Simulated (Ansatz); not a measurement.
## NH₄Br (P4/nmm, No. 129; cell taken from a computed entry)

The numbers are results of HSE06 (Ansatz, a program for electronic structure, PAW), not measurements.

Numerical settings: plane-wave cutoff 500 eV, 4×4×6 k mesh (along the axes of the cell as run), gaussian smearing 0.02 eV, scalar-relativistic PAW data made under PBE.

Cell (relaxed with r²SCAN):

```cif
data_H8Br2N2
_chemical_formula_sum 'H8 Br2 N2'
_space_group_name_H-M_alt 'P4/nmm :1'
_space_group_IT_number 129
_space_group_name_Hall 'P 4ab 2ab -1ab'
_cell_length_a 5.73170
_cell_length_b 5.73170
_cell_length_c 4.09697
_cell_angle_alpha 90.000
_cell_angle_beta 90.000
_cell_angle_gamma 90.000
loop_
_space_group_symop_operation_xyz
  'x, y, z'
  '-y+1/2, x+1/2, z'
  '-x, -y, z'
  'y+1/2, -x+1/2, z'
  'x+1/2, -y+1/2, -z'
  '-y, -x, -z'
  '-x+1/2, y+1/2, -z'
  'y, x, -z'
  '-x+1/2, -y+1/2, -z'
  'y, -x, -z'
  'x+1/2, y+1/2, -z'
  '-y, x, -z'
  '-x, y, z'
  'y+1/2, x+1/2, z'
  'x, -y, z'
  '-y+1/2, -x+1/2, z'
loop_
_atom_site_label
_atom_site_type_symbol
_atom_site_symmetry_multiplicity
_atom_site_Wyckoff_symbol
_atom_site_fract_x
_atom_site_fract_y
_atom_site_fract_z
_atom_site_occupancy
H1 H 8 i 0.14726 0.00000 0.14510 1
Br1 Br 2 c 0.50000 0.00000 0.46089 1
N1 N 2 a 0.00000 0.00000 0.00000 1
```

For NH₄Br (P4/nmm, No. 129; cell taken from a computed entry), the band gap is 5.52 eV (on the SCF k mesh).

Note: cell and atoms aren't relaxed at this level (largest force component 0.09 eV/Å, pressure 0.3 GPa).

Spin–orbit coupling is not included.

Static lattice: no zero-point or thermal effects.

The result took around 5 core-minutes (rough).
